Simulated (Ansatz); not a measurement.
HfB2 under a change: uniaxial strain ε_zz = +1.50 %

Base system: HfB$_{2}$ (space group P6/mmm, No. 191; a = 3.1278 Å, c = 3.4461 Å; relaxed with 0.1 eV smearing). Axes: x lies along a and z along c of the hexagonal cell.

Modification: uniaxial strain ε_zz = +1.50 %, all other strain components held at zero; the atoms relax in the strained cell.

Level of theory: PBEsol (Ansatz, an electronic-structure program), without spin-orbit coupling. Γ-centred 21×21×17 mesh, Fermi–Dirac width 0.1 eV.

Shortest interatomic distance: 1.806 Å (base 1.806 Å)
Energy relative to the base (free energy F): +3.1 meV/atom
Band gap: zero (base zero)
Stress (xx, yy, zz, yz, xz, xy; compression positive): (-1.8, -1.8, -6.8, 0.0, 0.0, 0.0) GPa

Whether these cells are dynamically stable was not tested. All final runs are without spin polarisation.
